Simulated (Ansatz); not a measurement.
## InAs (model structure, within 0.1 Å of Fm-3m, No. 225, 4 atoms in the cell): volume per atom by level of theory

No measured value is used here.

```
level (code)         value (Å³/atom)
-------------------  ---------------
PBE (Ansatz)                   23.76
PBEsol (Ansatz)                    ?
PBE-D3(BJ) (Ansatz)            22.79
```

### Question
What belongs in the gaps?

### Answer

- PBEsol (Ansatz, an electronic-structure program), value (Å³/atom): 22.56

Ansatz's density-functional and Hartree–Fock values are scalar-relativistic unless marked +SOC, with PAW data made under PBE.

A model structure was made by putting elements into a prototype or built by hand; it is no filed structure, need not be a known phase, and can be a saddle point held by its symmetry.
